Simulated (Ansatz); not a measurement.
rock salt KBr; conventional cell a = b = c = 6.6999 Å, α = β = γ = 90.00°.

### Question
By how much do the lattice constants and the volume change from 300 K to 425 K (quasi-harmonic approximation, Ansatz, a first-principles code, PBE functional, plane-wave PAW), and how far does the bulk modulus soften?

### Answer
a by 0.84 %, the volume by 2.54 %; B_T goes from 10.2 to 8.4 GPa. No phase change or melting is allowed for: the numbers belong to this structure as given.
